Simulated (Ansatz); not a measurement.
Take AlN in the wurtzite structure (space group P6_3mc, No. 186; a = 3.107 Å, c = 4.978 Å) as the base. Axes: x lies along a and z along c of the hexagonal cell.

All numbers come from plane-wave PAW DFT at the r2SCAN level (Ansatz, a program for electronic structure, 500 eV), without spin-orbit coupling.

Before the change:

The band gap is 4.88 eV, the valence-band top at Γ is 0.00, -0.22, -0.22 eV and the shortest interatomic distance comes out as 1.888 Å. The gap character comes out as direct at Γ and the pressure comes out as 0.1 kbar.

One thing is altered: biaxial strain +0.66 %, plane normal [001], relaxed out of plane (Cartesian); in-plane vectors clamped, the third vector and the atoms free.

**Question.** Predict the new band gap, valence-band top at Γ, shortest interatomic distance, gap character and pressure.

**Answer.** The band gap shrinks by 0.14 eV (4.88 eV → 4.74 eV); the valence-band top at Γ (three highest levels, from the VBM) goes from 0.00, -0.22, -0.22 eV to 0.00, -0.31, -0.31 eV; the shortest interatomic distance rises by 0.008 Å (1.888 Å → 1.896 Å); the gap character remains direct at Γ; the pressure (mean of the normal stresses, compression positive) drops by 21.0 kbar (0.1 kbar → -20.9 kbar).

Stability against distortions was not tested.
